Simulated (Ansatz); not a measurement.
**Zr₃Si (model structure, started from the D03 type, Fm-3m, No. 225, 4 atoms in the cell): lattice constant a by level of theory**

No measured value is used here.

```json
[
 {"level (code)": "PBE (Ansatz)", "value (Å)": "6.826"},
 {"level (code)": "PBEsol (Ansatz)", "value (Å)": "6.743"},
 {"level (code)": "PBE-D3(BJ) (Ansatz)", "value (Å)": "[?]"}
]
```

Q: Fill in the missing entries.

A: 
- PBE-D3(BJ) (Ansatz, a quantum-chemistry and plane-wave program), value (Å): 6.733

Ansatz's density-functional and Hartree–Fock values are scalar-relativistic unless marked +SOC, with PAW data made under PBE.

A model structure was made by putting elements into a prototype or built by hand; it is no filed structure, need not be a known phase, and can be a saddle point held by its symmetry.
